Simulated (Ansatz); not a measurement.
An Ansatz (an electronic-structure program) input (LDA (Ansatz), without spin-orbit coupling):

Ansatz 0.2 input:
```yaml
crystal:
  lattice:
    - [0, 2.0795828666, 2.1003786953]
    - [2.0795828666, 0, 2.1003786953]
    - [2.0795828666, 2.0795828666, 0]
  atoms:
    - { symbol: Mg, position: [0, 0, 0] }
    - { symbol: O, position: [0.5, 0.5, 0.5] }
basis: { ecutwfc: 420, ecutrho_ratio: 4, xc_grid: 2, fft_grid_basis: typed }
kpoints: { mp_grid: { grid: [14, 14, 14] } }
hamiltonian:
  xc: lda
  dispersion: none
  pseudopotentials: { kind: paw }
scf: { occupations: { method: fermi_dirac, width: 0.05 }, convergence: { dr2_threshold: 0.0000000002 } }
relax: { f_tol: 0.005, max_steps: 50 }
output: { forces: true, stress: true }
checkpoint: { write: state.ck, write_every: 1000 }
```

Which symmetry and how many k-points will the program report, and about how many plane waves at Γ?

Space group I4/mmm (ITA 139) with 16 operations, k-points 244 of 2744, and 339 plane waves at Γ.

And the final pressure?

-1.66 GPa (compression positive).

The cells carry an imposed strain or load. Stability against distortions was not tested. The cell was made from MgO in the rock salt structure (space group Fm-3m, No. 225) by this change: uniaxial strain ε_zz = +1.00 %.
